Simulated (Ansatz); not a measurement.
**MoSi2: strain along the normal**

MoSi2 (MoSi2 type, I4/mmm, 13.061 Å³/atom at rest, c along z) under an equal strain ε in the (001) plane with the normal axis free, as in a coherent film. LDA in Ansatz, a plane-wave DFT program (PAW, default set), 420 eV, 25×25×25 Γ-centred mesh, Fermi-Dirac smearing 0.10 eV; ions are relaxed within the symmetry of each cell.

Here s stands for strain and y for normal strain.

```
strain (%)  normal strain (%)
----------  -----------------
-3.00                       ?
-1.50                    0.61
-1.00                    0.39
-0.50                    0.19
0.00                     0.00
0.50                    -0.18
1.00                    -0.36
1.50                    -0.53
```

Problem. Using a straight line, estimate the missing y at s = -3.00 from the other rows, showing the fit.

Solution. Means: s 0, y 0.017. About the means, the sum of products is -2.6450 and the sum of squares of s is 7.0000; the slope is their ratio. Least squares gives y = 0.017 - 0.3779·s. Residuals (row less fit): 0.026, -0.005, -0.016, -0.017, -0.008, 0.001, 0.020; standard error 0.018 (degrees of freedom: 5). The slope, -0.38 ± 0.01, is the elastic response of the normal axis, −2C13/C33. At the withheld row, y = 0.017 - 0.3779 × (-3.0) = 1.151%. The calculation gives 1.32%, 0.169% above the prediction (9.1 % of the range of y in the table). The row lies outside the fitted rows, so this is an extrapolation. From the scatter of the fitted rows alone, a prediction at this place has a standard error of 0.029%, so the miss is 5.8 times that.

One order more, fitted to all 13 runs of the series, follows each within 0.01, so the miss is the next term of a smooth law. In a metal these values are sensitive to mesh and smearing; energies are taken to zero smearing, stresses follow the free energy. Rows are the converged runs of the series near zero and its far end; series whose fitted rows scatter by over a few per cent of the range, as at a crossing or softening among them, aren't shown in this form. Most that stay on the fit to the last digits aren't either.
